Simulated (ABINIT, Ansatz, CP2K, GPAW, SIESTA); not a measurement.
Code comparison for MgH2 (P4_2/mnm, 6 atoms in the cell)

Band-structure calculation.

```xyz
6
Lattice="4.5322 0.0000 0.0000 0.0000 4.5322 0.0000 0.0000 0.0000 3.0296" Properties=species:S:1:pos:R:3 pbc="T T T"
Mg     2.2661     2.2661     1.5148
Mg     0.0000     0.0000     0.0000
H      3.1525     3.1525     0.0000
H      1.3797     1.3797     0.0000
H      3.6458     0.8864     1.5148
H      0.8864     3.6458     1.5148
```

Shared settings, as Ansatz (a first-principles code) writes them: kpoints.mp_grid.grid = 6 6 9; scf.occupations.method = fixed. Potentials and cutoffs stand in the table.

```
code                                                                                                                      model  gap along the path (eV)  smallest direct gap (eV)        cutoff
------  -----------------------------------------------------------------------------------------------------------------------  -----------------------  ------------------------  ------------
CP2K                                                    PBE, GPW, DZVP-MOLOPT-SR-GTH basis, GTH-PBE potentials (GTH_POTENTIALS)                     3.07                      4.04  grid 1000 Ry
ABINIT                                                                                              PBE, PAW (JTH v2.0 PBE PAW)                     3.69                      4.51         30 Ha
GPAW                                                                               PBE, GPAW PAW datasets PBE (gpaw-data 1.0.1)                     3.72                      4.55        850 eV
Ansatz                                                                                                           PBE, PAW files                     3.73                      4.52        420 eV
SIESTA  GGA PBE, numerical atomic orbitals DZP, PseudoDojo PBE standard norm-conserving potentials (rewritten from UPF to PSML)                     3.64                      4.39   grid 400 Ry
```

The spread over the programs that give each value: gap along the path within 0.66 eV; smallest direct gap within 0.51 eV.

CP2K and SIESTA use small atom-centred bases, whose incompleteness enters pressures, forces and empty levels differently from a plane-wave cutoff.

In the gap along the path, CP2K stands apart from the plane-wave programs.

The starting cell comes from a database of computed structures (which also holds hypothetical and non-ambient phases and stackings), without a prior relaxation at this level. Its lattice was rescaled by a random factor within 2.5 % of one.

Left out of this page: Quantum ESPRESSO (not drawn, or without a comparable value).

Keys are those of Ansatz 0.2.
